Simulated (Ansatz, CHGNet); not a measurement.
How the equilibrium volume per atom of L1₀ (CuAu-type) FePt moves with the method

No measured value is used here.

```csv
level (code),value (Å³/atom)
CHGNet-r²SCAN (CHGNet),14.05
LDA (Ansatz),13.03
PBE (Ansatz),14.02
PBE-D3(BJ) (Ansatz),13.61
```

Spin-polarised runs: LDA (parallel moments), PBE (parallel moments), PBE-D3(BJ) (parallel moments). Density-functional levels without +SOC have no spin–orbit coupling. Cutoffs differ between the levels. Ansatz's density-functional and Hartree–Fock values are scalar-relativistic unless marked +SOC, with PAW data made under PBE.

Machine-learned potentials (CHGNet-r²SCAN) are trained on DFT data, which may include these solids.

Ansatz is a program for electronic structure.
